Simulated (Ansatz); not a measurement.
TaRu (P4/mmm, No. 123, 2 atoms in the cell; start mp-1217908) was calculated with PBEsol (Ansatz, a first-principles code, PAW).

The input as run:

Ansatz 0.2 input:
```yaml
crystal:
  lattice:
    - [2.1532754203, -2.1534085617, 0.0]
    - [2.1532754203, 2.1534085617, 0.0]
    - [0.0, 0.0, 3.4065564041]
  atoms:
    - { symbol: Ta, position: [0.5, 0.5, 0.5] }
    - { symbol: Ru, position: [0.0, 0.0, 0.0] }
basis:
  ecutwfc: 520
  ecutrho_ratio: 4
  xc_grid: 2
kpoints:
  mp_grid: { grid: [20, 20, 14] }
hamiltonian:
  xc: pbesol
  dispersion: none
  pseudopotentials: { kind: paw }
scf:
  occupations: { method: fermi_dirac, width: 0.05 }
output:
  forces: true
  stress: true
  eigenvalues: true
relax:
  f_tol: 0.004
  escape_saddle: false
  max_steps: 80
  cell: { stress_tol: 0.02, fix: [volume] }
```

From the output:

```
Relaxation: its limit of steps is 80 (relax.max_steps)
Crystal: 2 atoms, lattice volume = 31.592 Å³
Basis set: ecut = 520 eV, 825 PW (Γ), exchange–correlation on 48×48×54 points (8 copies of the dense FFT grid, shifted against one another)
Bands: 19, of which v1, the nominal top of the filled ones, is band 15 counted from 1 (14 counted from 0)
Symmetry: 8 space group operations
Space group: Cmmm (ITA 65), of the structure as read, at distance tolerance 3.2e-5 Å
k-points: 888 of 5600
Functional: x = pbesol(κ = 0.804, μ = 0.12345679012345678), c = pbesol(β = 0.046)
SCF iter   1: F=—  HF=-15623.592517 eV  |F-HF|=—  |Δ(HF+E_count)|=         —  Δρ=9.02e-3  dr2=3.04e-2
SCF iter   2: F=—  HF=-15623.590181 eV  |F-HF|=—  |Δ(HF+E_count)|=   2.34e-3  Δρ=4.96e-3  dr2=1.04e-2
  ...
SCF 1 converged in 6 iterations: F = -15623.588734 eV  dr2 = 7.61e-9
Crystal: 2 atoms, lattice volume = 31.592 Å³
Initial density: handed on by an earlier stage of this run
SCF 2 converged in 6 iterations: F = -15623.588732 eV  dr2 = 4.17e-14
Crystal: 2 atoms, lattice volume = 31.592 Å³
SCF 3 converged in 9 iterations: F = -15623.588738 eV  dr2 = 5.17e-18
Crystal: 2 atoms, lattice volume = 31.592 Å³
SCF iter   7: F=-15623.588738 eV  HF=-15623.588738 eV  |F-HF|=1.82e-12  |Δ(HF+E_count)|=  1.82e-12  Δρ=6.64e-10  dr2=1.68e-16
SCF iter   8: F=-15623.588738 eV  HF=-15623.588738 eV  |F-HF|=5.46e-12  |Δ(HF+E_count)|=    0.00e0  Δρ=6.58e-10  dr2=1.82e-16
SCF 4 converged in 8 iterations: F = -15623.588738 eV  dr2 = 1.82e-16
SCF converged after 8 iterations
Free energy (F): -15623.588738 eV
Internal energy: -15623.573951 eV  (E = F + TS)
E sigma→0 (E₀):  -15623.581345 eV
Fermi energy:    21.263664 eV
--- Forces (eV/Å), atoms counted from 1 ---
  atom   1  Ta    -0.00000000     0.00000000     0.00000000
  atom   2  Ru     0.00000000     0.00000000     0.00000000
--- Stress (GPa, compression-positive) ---
       -5.201889       0.000000      -0.000000
        0.000000      -5.204609       0.000000
       -0.000000       0.000000      -5.203159
  P = ⅓ Tr σ = -5.2032 GPa (-52.032 kbar)
```

The cell is one volume of an energy–volume scan, off the minimum.

The PAW data were made under PBE.

Note: the run has no spin polarisation, so it can have missed a magnetic state. Note: the relaxation could not lower the start's symmetry, so the cell can be a saddle point above a distorted one.

A start named mp-… is a Materials Project structure, which need not be a measured phase.
